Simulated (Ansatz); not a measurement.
## Rock-salt ZrN: zone-centre TO phonon frequency by level of theory

No measured value is used here.

| level (code) | value (cm⁻¹) | cell (Å³/atom) |
|---|---|---|
| LDA (Ansatz) | 512 | 11.58 |
| PBE (Ansatz) | 476 | 12.13 |
| PBEsol (Ansatz) | 500 | 11.79 |
| PBE-D3(BJ) (Ansatz) | 498 | 11.84 |

PBE-D3(BJ): the dispersion coefficients are held fixed in the derivatives. Each level is taken at its own relaxed cell. Ansatz's density-functional and Hartree–Fock values are scalar-relativistic unless marked +SOC, with PAW data made under PBE.

Ansatz is an electronic-structure program.
